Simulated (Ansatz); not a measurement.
Take Ti in the hcp (Mg type) structure (space group P6_3/mmc, No. 194; a = 2.9389 Å, c = 4.6500 Å) as the base.

Method: PBE (Ansatz, a quantum-chemistry and plane-wave program; PAW; 420 eV plane waves; scalar-relativistic without spin-orbit coupling), earlier PAW set.

One change was made to it. Results:

```tsv
quantity	base	after
shortest interatomic distance	2.878 Å	2.896 Å
c/a ratio	1.582	1.581
```

**Question.** Name the change that was made.
(A) pressure −2 GPa
(B) pressure 7 GPa
(C) pressure −1 GPa
(D) pressure 50 GPa
(E) pressure 3 GPa

**Answer.** A, pressure −2 GPa. For comparison, the shortest interatomic distance in the other runs: pressure 3 GPa gives 2.855 Å; pressure 50 GPa gives 2.634 Å; pressure −1 GPa gives 2.887 Å; pressure 7 GPa gives 2.826 Å.

Load acts through the strain it causes; cell and atoms are relaxed under it. Stability against distortions was not tested. No other phases were tried under pressure. The final runs are not spin-polarised.
